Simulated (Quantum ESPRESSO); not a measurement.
Quantum ESPRESSO 7.5, DFT, PBE, plane waves, PseudoDojo 0.5 standard norm-conserving PBE (local tails restored to the Coulomb form): diamond-structure Si, 2 atoms. Basis and mesh were picked for this test and aren't claimed converged.

```fortran
&CONTROL
  calculation = 'scf'
  pseudo_dir = './pseudo'
  outdir = './out'
  tprnfor = .true.
  tstress = .false.
  disk_io = 'low'
/
&SYSTEM
  ibrav = 0
  nat = 2
  ntyp = 1
  ecutwfc = 36.0
  ecutrho = 144.0
  occupations = 'fixed'
/
&ELECTRONS
  conv_thr = 1e-12
/
ATOMIC_SPECIES
Si 28.0850 Si.upf
CELL_PARAMETERS angstrom
  0.000000000000   2.715500000000   2.715500000000
  2.715500000000   0.000000000000   2.715500000000
  2.715500000000   2.715500000000   0.000000000000
ATOMIC_POSITIONS crystal
Si   0.000000000000   0.000000000000   0.000000000000
Si   0.250000000000   0.250000000000   0.250000000000
K_POINTS automatic
10 10 10 0 0 0
```

```fortran
phonons
&INPUTPH
  outdir = './out'
  tr2_ph = 1e-14
/
0 0 0
```

The program reports k-points computed: 47.

Machine: one whole node, AMD EPYC (Zen 5), 96 cores on 1 socket, no SMT, 12 L3 cache groups; 94 cores' worth of CPU time may be used.

Wall times, medians of two to five repeats, each run alone on the node (launch to exit). Unless noted, each process is bound to its own block of adjacent cores. Build: conda-forge: Open MPI 5.0, OpenMP, OpenBLAS 0.3.34 (pthreads), FFTW, ScaLAPACK, ELPA. Other compilers and libraries give other times. Scratch files lie in a memory file system. A preparatory run goes ahead and isn't timed.

Started as
```bash
# ahead of the timed run: OMP_NUM_THREADS=1 mpirun -np 4 pw.x -nk 4 -in first.in
OMP_NUM_THREADS=1 mpirun -np 4 ph.x -nk 4 -in ph.in
```
(4 ranks, tr2_ph = 1e-14) it takes 4.7 s and 10 response iterations (all representations).

### Question
How long does it take after this change: tr2_ph = 1e-10?

### Answer
About 3.1 s (3 runs within 2 %): 1.5× as fast. The largest move is in solving the linear systems (cgsolve): 2.7 s to 1.6 s. Response iterations (all representations) go from 10 to 6. Change in the result: frequencies (largest shift) 7.1 cm⁻¹, the acoustic modes at q = 0 (no sum rule applied; largest shift) 93 cm⁻¹.
